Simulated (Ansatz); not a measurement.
## Pressure series in Sr2SnO4

The reference is Sr₂SnO₄ (space group I4/mmm, No. 139; a = 4.0589 Å, c = 12.5206 Å).

Cell and atoms are relaxed at each pressure.

Calculations: PBEsol (Ansatz, a quantum-chemistry and plane-wave program; PAW; 420 eV plane waves; without spin-orbit coupling).

Two rows of this table had their results exchanged by mistake.

| pressure | volume per atom (Å³) | shortest distance (Å) | band gap |
|---|---|---|---|
| pressure −2 GPa | 14.99 | 2.042 | 2.71 eV |
| pressure −1 GPa | 14.86 | 2.036 | 2.79 eV |
| pressure 3 GPa | 14.39 | 2.012 | 3.07 eV |
| pressure 7 GPa | 14.00 | 1.992 | 3.32 eV |
| pressure 15 GPa | 13.36 | 1.959 | 3.78 eV |
| pressure 30 GPa | 12.47 | 1.912 | 4.52 eV |
| pressure 50 GPa | 10.29 | 1.792 | 4.04 eV |
| pressure 75 GPa | 10.86 | 1.824 | 4.32 eV |
| pressure 100 GPa | 11.63 | 1.867 | 4.51 eV |

Question: Which two?

Answer: The rows for pressure 50 GPa and pressure 100 GPa: the volume has to fall steadily with pressure, so 11.63 Å³ belongs to pressure 50 GPa and 10.29 Å³ to pressure 100 GPa.

Load acts through the strain it causes; cell and atoms are relaxed under it. No phonon test of stability was made. Competing high-pressure phases were not computed.
